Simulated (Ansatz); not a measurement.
The reference is HfC in the rock salt structure (space group Fm-3m, No. 225; a = 4.6513 Å; relaxed with 0.1 eV smearing).

The values are results of PBE (Ansatz, a first-principles code), without spin-orbit coupling, not measurements.

Base values:

| Item | Value |
|---|---|
| Pressure | 0.0 GPa |
| Band gap | zero |

Perturbation: an isotropic linear strain of +2.50 %; the atoms relax in the strained cell.

### Question
Estimate the effect on the energy relative to the base, pressure and band gap.

### Answer
The energy goes up by 48 meV/atom; the pressure goes from zero to -15.0 GPa; the band gap remains zero.

Stability against distortions was not tested. All final runs are without spin polarisation.
